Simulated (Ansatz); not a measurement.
Ti4AlN3, treated with PBEsol in Ansatz (PAW).

Run with plane-wave cutoff 520 eV, 18×18×2 k mesh (along the axes of the cell as run), Fermi–Dirac smearing 0.03 eV, no spin polarisation, scalar-relativistic PAW data made under PBE.

Starting structure:

```
AlTi4N3
1.0
    2.98800     0.00000     0.00000
   -1.49400     2.58768     0.00000
    0.00000     0.00000    23.37200
Ti Al N
8 2 6
Direct
  0.00000   0.00000   0.65430
  0.00000   0.00000   0.15430
  0.00000   0.00000   0.34570
  0.00000   0.00000   0.84570
  0.66667   0.33333   0.55390
  0.33333   0.66667   0.05390
  0.33333   0.66667   0.44610
  0.66667   0.33333   0.94610
  0.66667   0.33333   0.75000
  0.33333   0.66667   0.25000
  0.00000   0.00000   0.50000
  0.00000   0.00000   0.00000
  0.66667   0.33333   0.10500
  0.33333   0.66667   0.60500
  0.33333   0.66667   0.89500
  0.66667   0.33333   0.39500
```

Into what structure does the relaxation of cell and atoms lead at this level, with the symmetry of the start kept?

The volume shrinks by 2.2 %; final space group P6_3/mmc.
```
AlTi4N3
1.0
    2.96260     0.00000     0.00000
   -1.48130     2.56569     0.00000
    0.00000     0.00000    23.26103
Ti Al N
8 2 6
Direct
  0.00000   0.00000   0.65398
  0.00000   0.00000   0.15398
  0.00000   0.00000   0.34602
  0.00000   0.00000   0.84602
  0.66667   0.33333   0.55373
  0.33333   0.66667   0.05373
  0.33333   0.66667   0.44627
  0.66667   0.33333   0.94627
  0.66667   0.33333   0.75000
  0.33333   0.66667   0.25000
  0.00000   0.00000   0.50000
  0.00000   0.00000   0.00000
  0.66667   0.33333   0.10544
  0.33333   0.66667   0.60544
  0.33333   0.66667   0.89456
  0.66667   0.33333   0.39456
```

Ansatz is a first-principles code.
